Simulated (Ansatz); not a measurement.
# Si well of 9 atomic layers along [001] in random Si0.7Ge0.3, 5 % Ge through the well

Prepared with Tersoff's 1989 multicomponent potential (SiCGe.tersoff) in LAMMPS: minimisation. Geometry as solved with Ansatz (an electronic-structure program) with PBE, support functions at accuracy medium on the grid of 370 eV.

```xyz
648
Lattice="16.67 0.00 0.00 0.00 16.67 0.00 0.00 0.00 49.70" Properties=species:S:1:pos:R:3 pbc="T T T"
Si    -0.03    -0.02    -0.06
Ge     1.36     1.40     1.35
Si     2.77     2.79    -0.06
Ge     4.14     4.22     1.35
Si     2.74     0.03     2.79
Ge     4.13     1.42     4.18
Si    -0.01     2.79     2.81
Si     1.40     4.15     4.16
Si    -0.03     0.04     5.61
Si     1.37     1.42     6.96
Si     2.74     2.81     5.60
Si     4.17     4.17     6.95
Si     2.76     0.06     8.34
Si     4.16     1.40     9.69
Si     0.00     2.81     8.33
Si     1.38     4.18     9.71
Ge     0.01     0.04    11.18
Si     1.38     1.45    12.57
Ge     2.79     2.79    11.12
Si     4.21     4.17    12.51
Ge     2.75     0.02    13.96
Si     4.20     1.37    15.33
Si    -0.03     2.79    13.93
Si     1.34     4.16    15.30
Si    -0.01    -0.02    16.69
Si     1.36     1.36    18.07
Ge     2.77     2.78    16.70
Si     4.19     4.19    18.07
Si     2.78    -0.01    19.41
Si     4.16     1.39    20.77
Si    -0.01     2.77    19.42
Si     1.39     4.15    20.77
Si     0.00     0.00    22.13
Si     1.39     1.38    23.49
Si     2.78     2.77    22.13
Si     4.17     4.16    23.49
Si     2.78     0.00    24.86
Si     4.16     1.40    26.22
Si     0.01     2.78    24.85
Si     1.40     4.16    26.21
Si     0.00     0.00    27.57
Si     1.39     1.39    28.94
Si     2.77     2.78    27.58
Si     4.15     4.14    28.98
Si     2.79     0.03    30.30
Si     4.19     1.39    31.67
Si     0.00     2.78    30.30
Si     1.36     4.18    31.66
Si    -0.03     0.00    33.08
Ge     1.35     1.38    34.51
Ge     2.78     2.80    33.05
Si     4.16     4.21    34.44
Si     2.77    -0.02    35.91
Si     4.14     1.38    37.25
Si    -0.02     2.82    35.90
Si     1.40     4.20    37.22
Si     0.01     0.01    38.60
Si     1.40     1.39    39.95
Si     2.76     2.80    38.60
Si     4.09     4.18    39.99
Ge     2.75     0.00    41.39
Si     4.13     1.39    42.82
Ge     0.03     2.77    41.39
Si     1.41     4.19    42.79
Si     0.01    -0.01    44.15
Si     1.40     1.38    45.51
Si     2.77     2.79    44.17
Si     4.15     4.18    45.52
Si     2.76     0.00    46.90
Si     4.12     1.43    48.25
Ge    -0.01     2.78    46.92
Si     1.42     4.18    48.30
Ge     0.03     5.54     0.04
Si     1.42     6.97     1.43
Si     2.76     8.35     0.03
Si     4.20     9.68     1.37
Si     2.77     5.58     2.81
Si     4.19     6.94     4.16
Si     0.03     8.31     2.80
Si     1.40     9.68     4.16
Ge    -0.03     5.52     5.53
Ge     1.45     6.93     6.93
Si     2.82     8.33     5.51
Ge     4.18     9.72     6.96
Si     2.80     5.52     8.35
Ge     4.18     6.96     9.76
Ge     0.04     8.33     8.39
Si     1.40     9.76     9.79
Si     0.01     5.49    11.13
Ge     1.38     6.95    12.49
Si     2.78     8.39    11.14
Si     4.16     9.68    12.58
Ge     2.80     5.52    13.93
Si     4.21     6.91    15.31
Ge    -0.04     8.38    13.93
Si     1.39     9.77    15.30
Si    -0.02     5.54    16.68
Si     1.36     6.91    18.07
Ge     2.76     8.31    16.66
Ge     4.18     9.75    18.09
Si     2.77     5.55    19.42
Si     4.16     6.94    20.78
Si     0.00     8.32    19.42
Si     1.38     9.72    20.79
Si     0.00     5.54    22.13
Si     1.39     6.93    23.47
Si     2.78     8.34    22.13
Si     4.17     9.73    23.49
Si     2.78     5.55    24.84
Si     4.16     6.96    26.18
Si    -0.02     8.30    24.81
Ge     1.37     9.72    26.21
Si     0.01     5.55    27.56
Si     1.42     6.92    28.91
Si     2.80     8.31    27.58
Si     4.17     9.71    28.95
Si     2.77     5.55    30.32
Si     4.15     6.95    31.67
Ge     0.04     8.36    30.30
Si     1.43     9.75    31.73
Si     0.03     5.53    33.10
Si     1.42     6.93    34.42
Si     2.80     8.33    33.07
Si     4.16     9.72    34.45
Si     2.78     5.58    35.83
Si     4.12     6.99    37.22
Ge     0.01     8.33    35.82
Si     1.44     9.72    37.22
Si     0.04     5.60    38.58
Si     1.39     6.96    40.01
Si     2.77     8.34    38.63
Si     4.16     9.72    39.99
Si     2.76     5.57    41.39
Si     4.16     6.94    42.74
Si     0.03     8.33    41.40
Si     1.42     9.74    42.75
Si    -0.01     5.55    44.14
Ge     1.40     6.96    45.53
Si     2.81     8.35    44.10
Si     4.19     9.71    45.49
Si     2.79     5.53    46.92
Ge     4.17     6.98    48.29
Si     0.02     8.36    46.95
Si     1.37     9.70    48.34
Si     0.03    11.10    -0.01
Si     1.38    12.49     1.35
Si     2.72    13.90     0.00
Ge     4.11    15.28     1.41
Ge     2.80    11.09     2.76
Si     4.18    12.46     4.21
Ge    -0.05    13.88     2.74
Ge     1.35    15.31     4.19
Ge     0.02    11.13     5.54
Si     1.37    12.49     7.00
Ge     2.78    13.85     5.59
Ge     4.17    15.31     7.00
Si     2.73    11.10     8.35
Ge     4.14    12.46     9.75
Si    -0.03    13.87     8.34
Ge     1.39    15.28     9.72
Si    -0.02    11.12    11.12
Ge     1.39    12.50    12.54
Si     2.78    13.88    11.13
Ge     4.18    15.26    12.53
Si     2.81    11.10    13.94
Si     4.17    12.52    15.30
Si     0.01    13.91    13.96
Si     1.36    15.27    15.35
Si     0.03    11.10    16.72
Si     1.39    12.51    18.06
Si     2.78    13.89    16.68
Si     4.17    15.28    18.04
Si     2.75    11.15    19.46
Si     4.16    12.53    20.79
Si    -0.01    13.90    19.41
Si     1.38    15.28    20.77
Si    -0.01    11.11    22.14
Si     1.38    12.51    23.48
Si     2.76    13.91    22.14
Si     4.16    15.29    23.49
Si     2.78    11.14    24.83
Si     4.16    12.50    26.20
Si    -0.01    13.90    24.85
Si     1.38    15.28    26.21
Si    -0.02    11.15    27.59
Si     1.42    12.48    28.93
Si     2.77    13.89    27.57
Si     4.14    15.29    28.94
Si     2.79    11.11    30.32
Si     4.17    12.50    31.69
Ge    -0.02    13.87    30.29
Ge     1.41    15.30    31.72
Si     0.00    11.11    33.07
Si     1.41    12.47    34.43
Si     2.78    13.84    33.07
Ge     4.16    15.27    34.47
Si     2.78    11.10    35.83
Si     4.15    12.47    37.22
Ge     0.02    13.90    35.81
Si     1.40    15.28    37.26
Ge     0.03    11.11    38.62
Si     1.42    12.52    40.02
Si     2.76    13.85    38.59
Ge     4.18    15.22    39.98
Si     2.80    11.12    41.38
Si     4.17    12.51    42.76
Si     0.02    13.90    41.37
Si     1.36    15.26    42.78
Si     0.04    11.14    44.11
Si     1.39    12.52    45.50
Si     2.77    13.89    44.13
Si     4.12    15.30    45.50
Ge     2.75    11.07    46.90
Ge     4.16    12.49    48.36
Si     0.04    13.92    46.89
Si     1.39    15.29    48.29
Ge     5.52     0.07    -0.01
Si     6.95     1.41     1.41
Ge     8.36     2.79     0.01
Si     9.72     4.21     1.41
Ge     8.32     0.01     2.83
Si     9.73     1.39     4.21
Ge     5.59     2.84     2.79
Si     6.96     4.25     4.20
Ge     5.60     0.01     5.57
Si     6.94     1.43     6.99
Ge     8.35     2.82     5.60
Si     9.75     4.20     7.01
Ge     8.36     0.02     8.35
Si     9.75     1.43     9.75
Si     5.53     2.78     8.32
Ge     6.95     4.17     9.75
Ge     5.59     0.02    11.09
Si     7.01     1.38    12.51
Si     8.37     2.76    11.15
Si     9.70     4.15    12.54
Si     8.32    -0.04    13.89
Ge     9.72     1.38    15.29
Ge     5.59     2.76    13.92
Si     6.97     4.19    15.33
Si     5.57    -0.01    16.68
Si     6.94     1.39    18.05
Si     8.32     2.79    16.70
Si     9.71     4.14    18.09
Si     8.34     0.01    19.42
Si     9.73     1.39    20.78
Si     5.56     2.78    19.42
Si     6.94     4.17    20.78
Si     5.55     0.00    22.13
Si     6.94     1.40    23.47
Si     8.34     2.79    22.13
Si     9.73     4.17    23.49
Si     8.36     0.04    24.81
Si     9.73     1.39    26.20
Si     5.56     2.77    24.85
Si     6.97     4.14    26.19
Si     5.53     0.03    27.61
Si     6.95     1.40    28.94
Si     8.34     2.77    27.56
Si     9.70     4.17    28.92
Si     8.35     0.02    30.28
Si     9.69     1.41    31.66
Si     5.57     2.78    30.32
Si     6.93     4.17    31.69
Si     5.55     0.04    33.07
Si     6.96     1.39    34.41
Si     8.33     2.79    33.05
Si     9.75     4.15    34.42
Si     8.33     0.00    35.77
Ge     9.74     1.41    37.15
Ge     5.54     2.77    35.82
Si     6.91     4.17    37.23
Si     5.53    -0.01    38.58
Ge     6.91     1.33    40.02
Ge     8.30     2.78    38.61
Ge     9.73     4.18    40.05
Si     8.31    -0.02    41.46
Si     9.72     1.38    42.77
Ge     5.48     2.80    41.40
Ge     6.95     4.23    42.79
Si     5.52    -0.02    44.14
Ge     6.94     1.40    45.52
Si     8.37     2.80    44.13
Si     9.70     4.20    45.50
Si     8.37     0.03    46.93
Si     9.73     1.39    48.30
Si     5.50     2.80    46.89
Ge     6.91     4.20    48.28
Si     5.58     5.62     0.01
Si     6.96     6.96     1.40
Si     8.28     8.33    -0.02
Ge     9.71     9.70     1.39
Si     8.34     5.59     2.78
Si     9.73     6.92     4.16
Si     5.56     8.32     2.78
Si     6.92     9.73     4.15
Si     5.55     5.57     5.58
Si     6.93     6.92     6.98
Ge     8.33     8.34     5.57
Si     9.73     9.74     6.99
Si     8.35     5.59     8.34
Si     9.70     6.98     9.73
Si     5.61     8.33     8.36
Si     6.99     9.70     9.73
Si     5.57     5.56    11.18
Si     6.95     6.94    12.53
Si     8.32     8.31    11.13
Si     9.72     9.67    12.49
Si     8.31     5.53    13.90
Ge     9.69     6.97    15.28
Si     5.54     8.28    13.91
Ge     6.91     9.72    15.32
Si     5.58     5.56    16.69
Si     6.96     6.93    18.06
Si     8.32     8.35    16.73
Si     9.74     9.73    18.05
Si     8.34     5.55    19.43
Si     9.74     6.94    20.78
Si     5.56     8.29    19.42
Ge     6.96     9.73    20.78
Si     5.55     5.55    22.14
Si     6.95     6.93    23.49
Si     8.37     8.31    22.16
Si     9.73     9.73    23.50
Si     8.34     5.55    24.85
Si     9.72     6.94    26.21
Si     5.56     8.34    24.84
Si     6.95     9.71    26.21
Ge     5.56     5.55    27.58
Si     6.97     6.97    28.97
Si     8.35     8.33    27.58
Si     9.76     9.70    28.91
Si     8.31     5.54    30.30
Ge     9.74     6.94    31.68
Si     5.55     8.33    30.32
Si     6.89     9.74    31.69
Si     5.52     5.55    33.03
Ge     6.87     6.95    34.47
Ge     8.31     8.39    33.09
Si     9.71     9.77    34.49
Ge     8.34     5.53    35.85
Si     9.69     6.97    37.24
Si     5.51     8.37    35.88
Si     6.93     9.72    37.24
Ge     5.53     5.58    38.62
Si     6.95     6.98    40.01
Si     8.31     8.34    38.62
Si     9.71     9.72    39.98
Si     8.34     5.64    41.39
Si     9.73     6.97    42.77
Si     5.52     8.32    41.36
Ge     6.93     9.71    42.75
Si     5.52     5.61    44.18
Si     6.94     6.97    45.53
Si     8.35     8.32    44.16
Si     9.72     9.69    45.55
Si     8.32     5.56    46.86
Ge     9.72     6.94    48.30
Si     5.57     8.37    46.88
Si     6.93     9.72    48.29
Si     5.58    11.06     0.02
Si     6.94    12.42     1.41
Ge     8.32    13.83     0.02
Ge     9.76    15.25     1.43
Si     8.33    11.11     2.82
Si     9.71    12.49     4.19
Ge     5.57    13.85     2.81
Si     6.98    15.24     4.22
Si     5.59    11.12     5.55
Si     6.99    12.46     6.92
Si     8.36    13.87     5.58
Si     9.74    15.27     6.94
Si     8.33    11.11     8.35
Si     9.68    12.54     9.71
Ge     5.63    13.87     8.37
Si     7.01    15.27     9.77
Ge     5.58    11.06    11.18
Si     6.96    12.54    12.52
Si     8.35    13.90    11.15
Si     9.72    15.27    12.54
Ge     8.36    11.11    13.88
Ge     9.76    12.54    15.33
Si     5.58    13.87    13.94
Si     6.94    15.29    15.30
Si     5.55    11.18    16.69
Si     6.95    12.54    18.05
Si     8.32    13.94    16.70
Si     9.72    15.30    18.07
Si     8.36    11.15    19.38
Si     9.73    12.51    20.78
Si     5.55    13.90    19.41
Si     6.94    15.29    20.77
Si     5.54    11.14    22.15
Si     6.95    12.51    23.50
Si     8.33    13.90    22.13
Si     9.73    15.28    23.48
Si     8.34    11.12    24.86
Si     9.74    12.50    26.21
Si     5.54    13.88    24.83
Ge     6.95    15.31    26.20
Si     5.52    11.08    27.54
Ge     6.91    12.52    28.91
Si     8.38    13.91    27.57
Si     9.74    15.29    28.94
Ge     8.35    11.09    30.32
Si     9.76    12.53    31.67
Si     5.49    13.90    30.30
Ge     6.92    15.31    31.66
Si     5.53    11.11    33.07
Si     6.91    12.44    34.48
Ge     8.33    13.86    33.09
Si     9.72    15.29    34.46
Si     8.31    11.10    35.87
Si     9.69    12.46    37.25
Si     5.54    13.82    35.84
Ge     6.94    15.26    37.19
Si     5.54    11.10    38.61
Si     6.93    12.48    39.99
Si     8.31    13.84    38.61
Ge     9.67    15.28    40.00
Si     8.32    11.10    41.32
Ge     9.69    12.45    42.80
Si     5.58    13.85    41.40
Si     6.91    15.25    42.79
Si     5.53    11.13    44.14
Si     6.95    12.46    45.51
Si     8.28    13.87    44.16
Ge     9.73    15.28    45.52
Si     8.31    11.06    46.88
Ge     9.75    12.44    48.26
Ge     5.54    13.89    46.87
Ge     6.96    15.31    48.29
Ge    11.15     0.02    -0.01
Si    12.56     1.40     1.39
Si    13.94     2.76     0.03
Si    15.28     4.14     1.43
Si    13.93     0.03     2.76
Si    15.29     1.39     4.19
Ge    11.12     2.77     2.78
Ge    12.54     4.20     4.21
Si    11.08    -0.01     5.56
Ge    12.49     1.38     6.96
Si    13.93     2.76     5.57
Si    15.26     4.13     6.97
Si    13.88    -0.05     8.35
Ge    15.24     1.42     9.73
Si    11.11     2.81     8.38
Si    12.51     4.14     9.76
Ge    11.14     0.00    11.14
Si    12.52     1.41    12.56
Si    13.87     2.80    11.17
Si    15.28     4.16    12.53
Si    13.86     0.04    13.97
Si    15.30     1.38    15.32
Si    11.10     2.78    13.87
Ge    12.55     4.14    15.27
Si    11.12    -0.01    16.71
Si    12.51     1.39    18.06
Si    13.92     2.74    16.70
Si    15.28     4.15    18.05
Si    13.89     0.00    19.42
Si    15.28     1.39    20.78
Si    11.12     2.77    19.42
Si    12.51     4.16    20.78
Si    11.12     0.00    22.13
Si    12.50     1.39    23.50
Si    13.89     2.77    22.14
Si    15.28     4.16    23.49
Si    13.89     0.00    24.85
Si    15.29     1.39    26.20
Si    11.12     2.78    24.85
Si    12.50     4.17    26.21
Si    11.10    -0.02    27.54
Ge    12.50     1.39    28.94
Si    13.92     2.80    27.55
Si    15.29     4.17    28.92
Si    13.92    -0.02    30.33
Si    15.32     1.37    31.66
Si    11.05     2.78    30.30
Ge    12.49     4.17    31.67
Ge    11.12     0.00    33.05
Si    12.53     1.38    34.48
Ge    13.95     2.76    33.09
Si    15.33     4.19    34.49
Si    13.91     0.01    35.83
Si    15.28     1.38    37.23
Si    11.16     2.81    35.78
Si    12.54     4.16    37.16
Ge    11.16     0.01    38.61
Si    12.55     1.42    40.01
Si    13.87     2.76    38.56
Ge    15.30     4.18    39.93
Si    13.96     0.04    41.36
Si    15.30     1.37    42.79
Si    11.12     2.73    41.40
Ge    12.49     4.15    42.81
Si    11.13     0.05    44.15
Si    12.54     1.38    45.52
Si    13.93     2.75    44.17
Si    15.26     4.19    45.51
Si    13.93     0.02    46.89
Si    15.27     1.38    48.32
Ge    11.11     2.78    46.90
Ge    12.54     4.18    48.35
Si    11.11     5.57     0.05
Si    12.50     6.95     1.39
Si    13.85     8.33     0.00
Ge    15.29     9.72     1.40
Si    13.91     5.58     2.74
Si    15.29     6.94     4.11
Si    11.10     8.28     2.78
Ge    12.45     9.73     4.16
Si    11.06     5.55     5.58
Ge    12.46     6.91     7.00
Ge    13.89     8.30     5.55
Ge    15.27     9.74     6.99
Si    13.87     5.47     8.35
Ge    15.27     6.87     9.75
Si    11.08     8.36     8.37
Si    12.48     9.73     9.70
Ge    11.10     5.57    11.13
Si    12.49     6.94    12.57
Ge    13.85     8.35    11.15
Si    15.26     9.78    12.50
Si    13.93     5.58    13.89
Si    15.27     6.93    15.32
Si    11.11     8.33    13.88
Ge    12.51     9.72    15.29
Ge    11.12     5.55    16.72
Si    12.53     6.97    18.09
Si    13.91     8.31    16.70
Si    15.29     9.71    18.06
Si    13.90     5.55    19.42
Si    15.28     6.94    20.78
Si    11.12     8.34    19.43
Si    12.50     9.73    20.77
Si    11.13     5.55    22.14
Si    12.51     6.95    23.49
Si    13.89     8.34    22.13
Si    15.27     9.72    23.49
Si    13.89     5.55    24.84
Si    15.31     6.91    26.18
Si    11.11     8.34    24.86
Si    12.49     9.75    26.19
Si    11.10     5.55    27.57
Si    12.50     6.92    28.94
Ge    13.91     8.34    27.56
Si    15.28     9.78    28.96
Si    13.90     5.55    30.27
Ge    15.27     6.92    31.72
Si    11.15     8.33    30.28
Si    12.52     9.69    31.67
Si    11.13     5.57    33.11
Si    12.53     6.93    34.46
Si    13.87     8.35    33.09
Si    15.26     9.75    34.43
Si    13.92     5.57    35.84
Si    15.28     6.94    37.23
Ge    11.12     8.35    35.85
Si    12.55     9.76    37.23
Ge    11.13     5.57    38.57
Ge    12.50     7.04    39.99
Si    13.94     8.38    38.58
Si    15.32     9.67    40.00
Ge    13.92     5.60    41.40
Si    15.33     6.97    42.79
Si    11.07     8.38    41.41
Si    12.48     9.69    42.81
Si    11.08     5.59    44.17
Si    12.49     6.95    45.53
Si    13.88     8.30    44.14
Ge    15.28     9.74    45.52
Si    13.88     5.56    46.87
Ge    15.26     6.96    48.30
Si    11.14     8.34    46.91
Si    12.51     9.70    48.30
Si    11.14    11.06    -0.03
Ge    12.51    12.49     1.38
Si    13.92    13.92     0.01
Si    15.26    15.33     1.35
Si    13.90    11.12     2.81
Si    15.24    12.51     4.18
Si    11.12    13.84     2.83
Ge    12.53    15.29     4.17
Si    11.06    11.12     5.58
Ge    12.49    12.52     6.97
Si    13.93    13.91     5.58
Si    15.29    15.28     6.97
Si    13.87    11.13     8.39
Si    15.27    12.51     9.74
Si    11.08    13.92     8.37
Si    12.51    15.26     9.72
Ge    11.07    11.11    11.09
Ge    12.50    12.54    12.53
Si    13.90    13.89    11.09
Ge    15.24    15.28    12.57
Si    13.91    11.12    13.89
Ge    15.28    12.50    15.33
Si    11.13    13.96    13.93
Si    12.50    15.32    15.32
Si    11.14    11.12    16.72
Si    12.51    12.51    18.07
Si    13.86    13.92    16.70
Si    15.26    15.29    18.06
Si    13.90    11.11    19.41
Si    15.29    12.50    20.77
Si    11.11    13.90    19.42
Si    12.51    15.29    20.77
Si    11.11    11.12    22.13
Si    12.51    12.51    23.48
Si    13.89    13.90    22.12
Si    15.28    15.28    23.49
Si    13.89    11.12    24.84
Si    15.27    12.52    26.21
Si    11.11    13.89    24.84
Si    12.50    15.27    26.19
Si    11.12    11.12    27.57
Si    12.51    12.50    28.95
Si    13.87    13.90    27.57
Si    15.26    15.30    28.91
Si    13.88    11.12    30.34
Si    15.26    12.48    31.72
Si    11.13    13.91    30.30
Si    12.54    15.25    31.67
Ge    11.14    11.12    33.07
Si    12.55    12.51    34.46
Si    13.90    13.89    33.08
Si    15.25    15.30    34.43
Si    13.91    11.13    35.83
Si    15.30    12.48    37.19
Ge    11.11    13.89    35.86
Si    12.55    15.30    37.21
Si    11.09    11.07    38.58
Ge    12.50    12.46    39.96
Ge    13.95    13.91    38.59
Si    15.34    15.31    40.01
Ge    13.92    11.06    41.41
Si    15.35    12.50    42.75
Ge    11.12    13.88    41.40
Ge    12.55    15.34    42.76
Si    11.12    11.06    44.19
Si    12.50    12.45    45.54
Ge    13.95    13.87    44.19
Si    15.34    15.31    45.56
Si    13.86    11.11    46.94
Ge    15.31    12.51    48.30
Si    11.14    13.85    46.87
Ge    12.55    15.25    48.25
```
